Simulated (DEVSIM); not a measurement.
System: abrupt GaAs p-n junction, at 300 K.

Layer 1 from the left is GaAs, thickness (μm) 4.00, Na (cm⁻³) 2.2e15, τn (s) 6e-8, τp (s) 6e-8. Layer 2 from the left is GaAs, thickness (μm) 8.40, Nd (cm⁻³) 1.4e14, τn (s) 6e-8, τp (s) 6e-8.

Left contact: ohmic. Right contact: ohmic. Voltage is applied to the left contact. Recombination: SRH at mid-gap, radiative, Auger. Mobility is μmin + (μ − μmin)/(1 + (N/Nref)^α).

The device is made up for the run: typed textbook-type constants, with dimensions and the other settings drawn at random. Values at 300 K.

GaAs: gap (eV) 1.424, affinity (eV) 4.07, permittivity 12.9, Nc (cm⁻³) 4.7e17, Nv (cm⁻³) 9e18, μn (cm²/Vs) 8500, μp (cm²/Vs) 400, μn,min 500, μp,min 20, Nref,n 6e16, Nref,p 1.5e17, αn 0.39, αp 0.38, B (cm³/s) 2e-10, Cn (cm⁶/s) 1e-30, Cp (cm⁶/s) 1e-30.

Model (solved in DEVSIM): 1D drift-diffusion, Boltzmann statistics, complete ionisation; no tunnelling, impact ionisation, image-force lowering or self-heating.

Dark forward current:

```csv
|V| (V),|J| (A/cm²)
0.05,1.112e-10
0.10,3.900e-10
0.15,1.138e-9
0.20,3.179e-9
0.25,8.774e-9
0.30,2.419e-8
0.35,6.689e-8
0.40,1.864e-7
0.45,5.260e-7
0.50,1.521e-6
0.55,4.607e-6
0.60,1.521e-5
0.65,5.766e-5
0.70,0.0002607
0.75,0.001388
0.80,0.008263
0.85,0.05160
0.90,0.3126
0.95,1.651
1.00,6.789
1.05,20.14
1.10,44.63
1.15,80.46
1.20,126.2
1.25,179.7
1.30,238.5
```

Question: Work out the local ideality factor n = ΔV / (kT/q · ln(J2/J1)) between the rows 0.15 and 0.20 V, 0.80 and 0.85 V, 1.25 and 1.30 V.

Answer: kT/q = 25.85 mV. From 0.15 to 0.20 V: ln(3.179e-9/1.138e-9) = 1.027, n = 1.88, near the 2 of recombination in the depletion region. From 0.80 to 0.85 V: ln(0.05160/0.008263) = 1.832, n = 1.06, near the 1 of diffusion or emission over a barrier. From 1.25 to 1.30 V: ln(238.5/179.7) = 0.283, n = 6.83.

Question: Estimate the current at 0.80 V from the Shockley equation with J0 = Σ q ni² D/(N L) coth(W/L), τ joining the SRH, radiative and Auger lifetimes that are on, and W taken as the whole layer.

Answer: ni² = 5.04e12 cm⁻⁶; electrons in the p layer: μ = 6770 cm²/Vs, D = 175 cm²/s, τ = 5.85e-8 s, L = 32.0 μm, W/L = 0.13, term 1.61e-16 A/cm²; holes in the n layer: μ = 375 cm²/Vs, D = 9.69 cm²/s, τ = 5.99e-8 s, L = 7.62 μm, W/L = 1.1, term 9.15e-17 A/cm². J0 = 2.53e-16 A/cm², and J = J0 exp(qV/kT) = 0.00697 A/cm². The simulation gives 0.00826 A/cm²; the estimate lies 16 % below. The estimate leaves out recombination in the depletion region and that region's share of W.
